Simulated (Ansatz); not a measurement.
A zone-centre phonon calculation of Be2Ag (Fd-3m, 6 atoms in the cell) with Ansatz (a program for electronic structure).

Method of the run: LDA (PW92), default PAW files made with PBE (plane waves; Ansatz).

```
CELL_PARAMETERS angstrom
      0.00000     3.26211     3.26211
      3.26211     0.00000     3.26211
      3.26211     3.26211     0.00000
ATOMIC_POSITIONS crystal
  Be 0.12500 0.12500 0.12500
  Be 0.62500 0.12500 0.12500
  Be 0.12500 0.62500 0.12500
  Be 0.12500 0.12500 0.62500
  Ag 0.75000 0.75000 0.75000
  Ag 0.50000 0.50000 0.50000
```

Reference input (self-consistent single point, DFT, LDA (PW92), plane waves, default PAW files made with PBE): basis.ecutwfc = 420 eV; kpoints.mp_grid.grid = 7 7 7; hamiltonian.xc = lda; hamiltonian.pseudopotentials = {kind: paw} (the program's default PAW files); scf.occupations.method = methfessel_paxton; scf.occupations.width = 0.2 eV. This run's input differs from it in these lines:

Ansatz 0.2 input:
```diff
@@ -14,3 +14,3 @@
 basis:
-  ecutwfc: 420.0
+  ecutwfc: 295.0
 kpoints:
@@ -22,6 +22,4 @@
   occupations: { method: methfessel_paxton, width: 0.2 }
-output:
-  forces: true
-  eigenvalues: true
-  stress: true
+phonons:
+  method: dfpt
```

Output, abridged:

```
SCF iter   1: F=—  HF=-15268.722640 eV  |F-HF|=—  |Δ(HF+E_count)|=         —  Δρ=1.29e-2  dr2=7.03e-2  ethr=1.77e-3  ⟨swp⟩=5.9  Hψ=12663  notcnv=0
all-band conjugate gradients solve this SCF's bands
preconditioner: auto → Kerker (q_TF=auto, 2.547 Å⁻¹)
SCF iter   2: F=—  HF=-15268.697929 eV  |F-HF|=—  |Δ(HF+E_count)|=   2.47e-2  S|Δr|=    0.00e0  Δρ=2.87e-3  dr2=4.29e-3  ethr=1.53e-4  ⟨swp⟩=2.8  Hψ=6544  notcnv=0
   [... lines left out ...]
SCF iter   6: F=—  HF=-15268.696989 eV  |F-HF|=—  |Δ(HF+E_count)|=   4.49e-6  S|Δr|=    0.00e0  Δρ=8.72e-6  dr2=3.96e-8  ethr=2.30e-9  ⟨swp⟩=2.0  Hψ=4272  notcnv=0
SCF iter   7: F=—  HF=-15268.696989 eV  |F-HF|=—  |Δ(HF+E_count)|=   7.44e-9  S|Δr|=    0.00e0  Δρ=1.20e-6  dr2=8.75e-10  ethr=8.61e-11  ⟨swp⟩=2.8  Hψ=4896  notcnv=0
SCF iter   8: F=-15268.696989 eV  HF=-15268.696989 eV  |F-HF|=1.82e-12  |Δ(HF+E_count)|=  1.53e-10  S|Δr|=    0.00e0  Δρ=1.46e-7  dr2=8.03e-12  ethr=1.00e-12  ⟨swp⟩=6.9  Hψ=14621  notcnv=0
SCF 1 converged in 8 iterations: F = -15268.696989 eV  dr2 = 8.03e-12
DFPT response loops at Γ: preconditioner auto → Kerker (q_TF=auto, 2.547 Å⁻¹) (partly filled bands, converged f_vac=0.000) …
Stability not checked (fill_not_monotonic)
Free energy (F): -15268.696989 eV
Internal energy: -15268.683505 eV  (E = F + TS)
E sigma→0 (E₀):  -15268.693618 eV
Entropy (-TS):   -0.013484 eV (-2.247 meV/atom)
Fermi energy:    11.887789 eV
   [... lines left out ...]
  ASR residual: 4.270e-5 → 0.000e0 eV/Å²; symmetrization residual: 8.750e-7 eV/Å²
  ASR residual per site (eV/Å²): 4.27e-5 4.27e-5 4.27e-5 4.27e-5 3.76e-5 3.76e-5
  Γ frequencies (cm⁻¹): 0.00 0.00 0.00 138.91 138.91 138.91 200.90 200.90 200.90 266.87 266.87 266.87 375.82 375.82 509.02 509.02 509.02 573.40
  non-analytic LO–TO correction: not included (Born effective charges unavailable; polar crystals: no LO–TO splitting at Γ)
```

The run converged in 8 iterations. 

Summary of the result:
```
Property                                                                                                                              Result
--------------------------------------------------------  ----------------------------------------------------------------------------------
Free energy E − TS (on the zero of these files)                                                                               -15268.6970 eV
Fermi level (on the code's own zero)                                                                                                11.89 eV
Zone-centre frequencies (cm⁻¹; negative means imaginary)  0, 0, 0, 139, 139, 139, 201, 201, 201, 267, 267, 267, 376, 376, 509, 509, 509, 573
```

The starting cell was generated: these elements placed on a structure prototype, without a prior relaxation; it need not be a known phase or ordering of this composition. Its lattice was rescaled by a random factor within 2.5 % of one. The cutoff lies below the one recommended for these files.

Cost on one core of a shared machine: roughly 40 s.
